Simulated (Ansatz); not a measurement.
The parent structure is Zr in the hcp (Mg type) structure (space group P6_3/mmc, No. 194; a = 3.231 Å, c = 5.179 Å; relaxed with 0.1 eV smearing). Axes: x lies along a and z along c of the hexagonal cell.

Method: Ansatz (a first-principles code) PBE, scalar-relativistic without spin-orbit coupling, earlier PAW set.

Before the change:

- Pressure: 0.0 GPa
- Shortest interatomic distance: 3.191 Å

The change: compressive biaxial strain of 0.40 % in the plane normal to [001], as in epitaxy on a mismatched substrate; the out-of-plane cell vector and the atoms relax.

### Question
What happens to the pressure?

### Answer
The pressure (mean of the normal stresses, compression positive) goes from zero to 0.4 GPa.

### Question
What happens to the shortest interatomic distance?

### Answer
The shortest interatomic distance grows by 0.003 Å, from 3.191 Å to 3.194 Å.

### Question
Estimate the effect on the out-of-plane strain.

### Answer
The out-of-plane strain amounts to +0.33 %.

No phonon test of stability was made. The final runs are not spin-polarised.
